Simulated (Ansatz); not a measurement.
**Cr: pressure series**

Base system: Cr in the bcc (W type) structure (space group Im-3m, No. 229; a = 2.848 Å; non-magnetic).

Cell and atoms are relaxed at each pressure.

Level of theory: PBE (Ansatz, a first-principles code; PAW; 420 eV plane waves; no SOC), earlier PAW set.

Notes on the quantities. enthalpy: H = E + PV relative to the base's energy.

```
variant                enthalpy  shortest interatomic distance
----------------  -------------  -----------------------------
base                          –                        2.466 Å
pressure −2 GPa   -0.14 eV/atom                        2.473 Å
pressure −1 GPa   -0.07 eV/atom                        2.470 Å
pressure 3 GPa    +0.21 eV/atom                        2.457 Å
pressure 7 GPa    +0.50 eV/atom                        2.445 Å
pressure 15 GPa   +1.05 eV/atom                        2.424 Å
pressure 30 GPa   +2.06 eV/atom                        2.389 Å
pressure 50 GPa   +3.33 eV/atom                        2.351 Å
pressure 75 GPa   +4.86 eV/atom                        2.312 Å
pressure 100 GPa  +6.31 eV/atom                        2.279 Å
```

Load acts through the strain it causes; cell and atoms are relaxed under it. Stability against distortions was not tested. Competing high-pressure phases were not computed. Seeded moments were not kept for the base. All final runs are without spin polarisation. Real Cr is antiferromagnetic at low temperature and ambient pressure, an order that this cell doesn't hold.
